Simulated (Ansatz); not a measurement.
Worked calculations on one periodic cell of amorphous Ti$_{20}$O$_{42}$Ge: Ti20O42Ge, 63 atoms, volume 838.2 Å³, made by a melt-quench on the CHGNet potential and relaxed with DFT. O atoms were pushed apart under 1.9 Å during the dynamics, to hinder bonds among them. It is a model cell: composition and starting density were chosen by hand, and all elements were melted together. Cycles of charging were run to anneal it. Calculation: PBE, scalar-relativistic without spin-orbit coupling (plane waves to 420 eV, PAW; Ansatz, a program for electronic structure). Sampling: a 2×2×2 Γ-centred mesh; Fermi-Dirac width 0.02 eV; no spin polarisation. Its volume was relaxed, its shape was free, and it stands at a mean pressure of 0.0 GPa with stress components up to 0.1 GPa; the relaxation ran on the zone centre alone. Its density went from a set 3.63 to 3.37 g/cm³. The cell is small and was quenched far faster than a real film, so it is one sample of the glass.

Q: Count formal charges (Ti +4, O -2, Ge +4). What does the count lead one to expect at the Fermi level, and what does the calculation give?

A: 20 × (+4) + 42 × (-2) + 1 × (+4) = 0. The charges balance, so the anion-derived valence states can be full and a gap can open. On this mesh the highest filled and lowest empty level lie 2.72 eV apart, the PBE gap of this cell, with a localised state at one edge or both.

Four energies for an added electron at PBE on the zone centre alone (charged cells in a uniform background, spin-polarised): neutral at the neutral geometry -78197.147 eV; charged at the neutral geometry -78188.998 eV; charged and relaxed -78189.072 eV; neutral at the charged geometry -78196.964 eV.

Q: Find the two relaxation energies and their sum, the reorganisation energy.

A: On charging: -78188.998 − (-78189.072) = 0.074 eV. On discharging: -78196.964 − (-78197.147) = 0.183 eV. The sum is 0.257 eV. The carrier's level spreads over 10 of the 63 atoms' worth, so it counts as partly localised, most on one Ti atom with neighbours O 1.78 Å, O 1.79 Å, O 1.99 Å, O 2.05 Å, O 2.13 Å, Ti 3.02 Å (neutral geometry). The values are uncorrected: the image energy of a point charge in this cell, 2.84 × 14.40 / (2 × 9.4) = 2.2 eV before screening, is screened by electrons alone at the fixed geometry and by ions too after relaxing, and the carrier can be spread before it relaxes, so each term can be off by up to that value times 1/ε∞, some tenths of an eV. PBE's self-interaction favours spread-out carriers, so a hybrid can localise more.

Four energies for a hole at PBE on the zone centre alone (charged cells in a uniform background, spin-polarised): neutral at the neutral geometry -78197.147 eV; charged at the neutral geometry -78202.373 eV; charged and relaxed -78202.518 eV; neutral at the charged geometry -78196.875 eV.

Q: Find the two relaxation energies and their sum, the reorganisation energy.

A: On charging: -78202.373 − (-78202.518) = 0.145 eV. On discharging: -78196.875 − (-78197.147) = 0.272 eV. The sum is 0.417 eV. The carrier's level spreads over 8 of the 63 atoms' worth, so it counts as partly localised, most on one O atom with neighbours Ti 1.76 Å, Ti 1.91 Å (neutral geometry). The values are uncorrected: the image energy of a point charge in this cell, 2.84 × 14.40 / (2 × 9.4) = 2.2 eV before screening, is screened by electrons alone at the fixed geometry and by ions too after relaxing, and the carrier can be spread before it relaxes, so each term can be off by up to that value times 1/ε∞, some tenths of an eV. PBE's self-interaction favours spread-out carriers, so a hybrid can localise more.
